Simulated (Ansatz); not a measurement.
Cost and result by functional for the adsorption energy of NH2 on the 1x1 (0001) surface of corundum (cut with top plane Al), one in a 1x1 cell, started at the site 'hollow Al-O-O-O over O at depth 2.3 Å', in Ansatz (plane waves, PAW). Single points on the PBE structure, on one kind of machine; costs are rough ratios of the slab run's core time (references not counted) to the cheapest single point. r2SCAN's cost holds its higher cutoff (500 against 420 eV). Differences are taken against r2SCAN for comparison alone: no measured value is at hand, so the table doesn't rank accuracy. The points keep PBE's geometry, so the relaxation of a polaron and the settling of charge on one site are left out.

Host crystal: corundum, with a band gap (PBE, scalar-relativistic without spin-orbit coupling).

Set-up: 23 atoms, 6.7 Å thick at the start under the adsorbate (thin: gaps and levels are the slab's own); mesh 6x6x1; 0.01 eV smearing; dipole correction on; 9 atoms held, the rest relaxed; no symmetry held; spin-polarised, ending with about 1.0 μB a cell; orders that need a larger cell were not tried, no spin-orbit, no U, no dispersion correction. At the end it is bonded to Al. In PBE it is, or lies within 0.03 eV of, the lowest of the starts that converged. These notes are the PBE run's. r2SCAN: The program's check for a lower electronic state was not made. Adsorption energies are against NH3(g) − ½ H2(g). A negative adsorption energy means that the adsorbate is more stable on the surface than in its reference.

```tsv
functional	relative cost	adsorption energy (eV)	less r2SCAN (eV)
RPBE	1	1.11	0.05
r2SCAN	2	1.06	0.00
PBE (the relaxed run's value)	–	1.10	0.03
```

The values span 0.05 eV, while the single points' costs differ by a factor of roughly 2. Differences are of unrounded values.

Ansatz is a first-principles code.
